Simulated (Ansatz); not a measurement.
C under load (space group I4_1/amd), HSE06, rigid bands run with Ansatz (a quantum-chemistry and plane-wave program). Condition of this run: biaxial stress in (001) of -22 GPa (compression positive) (the target of the relaxation). Band gap 4.57 eV, N_c = 1.63e19 cm⁻³ and N_v = 5.59e18 cm⁻³ at 300 K, conductivity masses along z (a = (0.00, 1.81, 1.77) Å; b = (1.81, 0.00, 1.77) Å; c = (1.81, 1.81, 0.00) Å) of 1.42 mₑ (electrons) and 0.572 mₑ (holes). Take k_BT = 0.02585 eV.

Find the intrinsic carrier density and the intrinsic Fermi level.

n_i = √(N_c N_v) exp(−E_g/2k_BT) = 9.55e18 × exp(−88.39) = 3.9e-20 cm⁻³. The level lies (k_BT/2) ln(N_v/N_c) = -14 meV from mid-gap (positive towards the conduction band). Each 0.1 eV added to the gap lowers n_i by a factor of 6.9.

What thermal injection velocity √(2k_BT/πm) limits a ballistic channel along the direction named?

4.51e6 cm/s for electrons and 7.11e6 cm/s for holes, a ratio of √(m_h/m_e) = 0.635, for dilute carriers.

A film of it is 5 nm thick, with its normal along the direction named. Estimate the confinement energies in an infinite well.

ħ²π²/(2m t²) = 0.376 eV·nm²/(m/mₑ × t²) gives 10.6 meV for electrons and 26.3 meV for holes, so the gap would widen to about 4.61 eV. Finite barriers and nonparabolic bands lower this, and with several valleys or bands the heaviest mass along the normal sets the lowest level, not this average.

Rigid bands with the computed gap; masses take one relaxation time for all states. Spin-orbit coupling is left out. Geometry: cell and atoms relaxed with PBEsol.
